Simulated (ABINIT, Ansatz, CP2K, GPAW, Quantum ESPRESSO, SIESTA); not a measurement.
# Code comparison for AlCr2C (P6_3/mmc, 8 atoms in the cell)

Self-consistent single point.

```
AlCr2C
1.0
    2.78272     0.00000     0.00000
   -1.39136     2.40991     0.00000
    0.00000     0.00000    12.41235
Al Cr C
2 4 2
Cartesian
  1.39136   0.80330   3.10309
  0.00000   1.60661   9.30926
  0.00000   1.60661   5.15038
  1.39136   0.80330   7.26197
  1.39136   0.80330  11.35655
  0.00000   1.60661   1.05579
  0.00000   0.00000   6.20617
  0.00000   0.00000   0.00000
```

All programs got the same cell, k-point mesh and kind of occupations (in Ansatz's words: kpoints.mp_grid.grid = 9 9 2; scf.occupations.method = fermi_dirac; scf.occupations.width = 0.136 eV); potentials, basis and cutoffs are each program's usual ones.

```json
[
 {"code": "CP2K", "model": "PBE, GPW, DZVP-MOLOPT-SR-GTH basis, GTH-PBE potentials (GTH_POTENTIALS)", "pressure (GPa)": "15.86", "largest force (eV/Å)": "0.604", "k-points": "82", "cutoff": "grid 600 Ry"},
 {"code": "ABINIT", "model": "PBE, norm-conserving pseudopotentials (PseudoDojo nc-sr-05 PBE standard)", "pressure (GPa)": "16.37", "largest force (eV/Å)": "0.584", "k-points": "24", "cutoff": "1279 eV"},
 {"code": "GPAW", "model": "PBE, GPAW PAW datasets PBE (gpaw-data 1.0.1)", "pressure (GPa)": "–", "largest force (eV/Å)": "0.883", "k-points": "24", "cutoff": "950 eV"},
 {"code": "Quantum ESPRESSO", "model": "PBE, SSSP 1.1.2 efficiency (PBE) pseudopotentials", "pressure (GPa)": "16.26", "largest force (eV/Å)": "0.557", "k-points": "24", "cutoff": "50 Ry"},
 {"code": "Ansatz", "model": "PBE, default PAW files", "pressure (GPa)": "15.87", "largest force (eV/Å)": "0.540", "k-points": "24", "cutoff": "default"},
 {"code": "SIESTA", "model": "GGA PBE, numerical atomic orbitals DZP, PseudoDojo PBE standard norm-conserving potentials (rewritten from UPF to PSML)", "pressure (GPa)": "15.93", "largest force (eV/Å)": "0.630", "k-points": "86", "cutoff": "grid 400 Ry"}
]
```

A dash marks a value that a program does not give, or that is left out as unsure.

The spread over the programs that give each value: pressure within 0.51 GPa; largest force within 0.343 eV/Å.

The starting cell comes from a database of computed structures (which also holds hypothetical and non-ambient phases and stackings), without a prior relaxation at this level. Its lattice was rescaled by a random factor within 2.5 % of one. On Ansatz's run: Spin polarisation is off. In the base run, with a pressure of about 16 GPa the cell is away from its equilibrium volume at this level.

Question: Why do the programs differ, and what cannot be compared?

Answer: Differences of this kind can come from the potentials, where these differ, and from what each basis and cutoff leave unconverged. The valence holds different numbers of electrons (CP2K 70, ABINIT 70, GPAW 38, Quantum ESPRESSO 70, Ansatz (a quantum-chemistry and plane-wave program) 70, SIESTA 70). The zero of total energies and Fermi levels follows the potentials and each program's conventions, so they are not compared here. CP2K and SIESTA use small atom-centred bases, whose incompleteness enters pressures, forces and empty levels differently from a plane-wave cutoff. Ansatz's pressure is given at a fixed set of plane waves, as the other plane-wave codes print theirs; with its correction for the finite basis it is 16.10 GPa (the shift of 0.23 GPa shows how far the cutoff is from converged). The pressure of GPAW is left out: its cutoff lies under the one at which its stress was checked. The programs reduce the same mesh by symmetry to different extents, which changes the work and not the result. In the force vectors, GPAW (by 0.312) lies more than 0.08 eV/Å from the median of the plane-wave programs.

Left out of this page: FLEUR (not drawn, or without a comparable value).

Keys are those of Ansatz 0.2.
